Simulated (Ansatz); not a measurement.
We consider ScGeO (model structure, started from the ZrSiS type, P4/nmm, No. 129, 6 atoms in the cell), described by r²SCAN in Ansatz (plane waves, PAW).

Input file:

Ansatz 0.2 input:
```yaml
crystal:
  lattice:
    - [3.3245841539, 0.0, 0.0]
    - [0.0, 3.3245841539, 0.0]
    - [0.0, 0.0, 7.4769414231]
  atoms:
    - { symbol: Sc, position: [0.0, 0.5, 0.6623685374] }
    - { symbol: Sc, position: [0.5, 0.0, 0.3376314626] }
    - { symbol: Ge, position: [0.0, 0.0, 0.0] }
    - { symbol: Ge, position: [0.5, 0.5, 0.0] }
    - { symbol: O, position: [0.5, 0.0, 0.6079370343] }
    - { symbol: O, position: [0.0, 0.5, 0.3920629657] }
basis:
  ecutwfc: 560
  ecutrho_ratio: 4
  xc_grid: 3
kpoints:
  mp_grid: { grid: [16, 16, 8] }
hamiltonian:
  xc: r2scan
  dispersion: none
  pseudopotentials: { kind: paw }
scf:
  occupations: { method: fermi_dirac, width: 0.05 }
output:
  forces: true
  stress: true
  eigenvalues: true
relax:
  f_tol: 0.004
  escape_saddle: false
  max_steps: 80
  cell: { stress_tol: 0.02, fix: [volume] }
```

Excerpt of the program's output:

```
Relaxation: its limit of steps is 80 (relax.max_steps)
Crystal: 6 atoms, lattice volume = 82.642 Å³
Basis set: ecut = 560 eV, 2501 PW (Γ), exchange–correlation on 81×81×180 points (27 copies of the dense FFT grid, shifted against one another)
Bands: 38, of which v1, the nominal top of the filled ones, is band 31 counted from 1 (30 counted from 0)
Symmetry: 16 space group operations
Space group: P4/nmm (ITA 129), of the structure as read, at distance tolerance 4.4e-5 Å
k-points: 225 of 2048
Functional: x = r2scan, c = r2scan; τ floored in thin density (d = 2e-4 eV/Å³)
SCF iter   1: F=—  HF=-14030.459549 eV  |F-HF|=—  |Δ(HF+E_count)|=         —  Δρ=2.06e-2  dr2=4.80e-1  dr2_τ=1.66e-1
SCF iter   2: F=—  HF=-14030.543524 eV  |F-HF|=—  |Δ(HF+E_count)|=   8.40e-2  Δρ=7.32e-3  dr2=4.87e-2  dr2_τ=7.77e-3
  ...
SCF 1 converged in 9 iterations: F = -14030.540046 eV  dr2 = 4.53e-8
Crystal: 6 atoms, lattice volume = 82.642 Å³
Basis set: ecut = 560 eV, 2517 PW (Γ), exchange–correlation on 81×81×180 points (27 copies of the dense FFT grid, shifted against one another)
Initial density: handed on by an earlier stage of this run
SCF 2 converged in 5 iterations: F = -14030.541331 eV  dr2 = 5.19e-7
Crystal: 6 atoms, lattice volume = 82.642 Å³
SCF 3 converged in 6 iterations: F = -14030.541947 eV  dr2 = 1.73e-7
Crystal: 6 atoms, lattice volume = 82.642 Å³
SCF 4 converged in 5 iterations: F = -14030.542231 eV  dr2 = 6.70e-8
Crystal: 6 atoms, lattice volume = 82.642 Å³
SCF 5 converged in 6 iterations: F = -14030.542275 eV  dr2 = 3.94e-9
Crystal: 6 atoms, lattice volume = 82.642 Å³
SCF iter   5: F=—  HF=-14030.542272 eV  |F-HF|=—  |Δ(HF+E_count)|=  2.36e-11  Δρ=1.80e-7  dr2=2.63e-11  dr2_τ=2.17e-12
SCF iter   6: F=-14030.542272 eV  HF=-14030.542272 eV  |F-HF|=1.82e-12  |Δ(HF+E_count)|=  7.28e-12  Δρ=3.39e-8  dr2=1.00e-12  dr2_τ=5.65e-14
SCF 6 converged in 6 iterations: F = -14030.542272 eV  dr2 = 1.00e-12
SCF converged after 6 iterations
Free energy (F): -14030.542272 eV
Internal energy: -14030.528955 eV  (E = F + TS)
E sigma→0 (E₀):  -14030.535614 eV
Fermi energy:    12.552601 eV
--- Forces (eV/Å), atoms counted from 1 ---
  atom   1  Sc    -0.00000000     0.00000000     0.00049136
  atom   2  Sc     0.00000000     0.00000000    -0.00049136
  atom   3  Ge     0.00000000     0.00000000    -0.00000000
  atom   4  Ge    -0.00000000     0.00000000     0.00000000
  atom   5  O      0.00000000     0.00000000     0.00010731
  atom   6  O     -0.00000000     0.00000000    -0.00010731
--- Stress (GPa, compression-positive) ---
        2.501658       0.000000      -0.000000
        0.000000       2.501658      -0.000000
       -0.000000      -0.000000       2.511417
  P = ⅓ Tr σ = 2.5049 GPa (25.049 kbar)
```

The cell is one volume of an energy–volume scan, off the minimum.

The PAW data were made under PBE.

Note: the relaxation could raise the start's symmetry but not lower it, so the cell can be a saddle point.

The result took around 9 core-minutes (rough).

A model structure was made by putting elements into a prototype or built by hand; it is no filed structure, need not be a known phase, and can be a saddle point held by its symmetry.

Ansatz is a quantum-chemistry and plane-wave program.
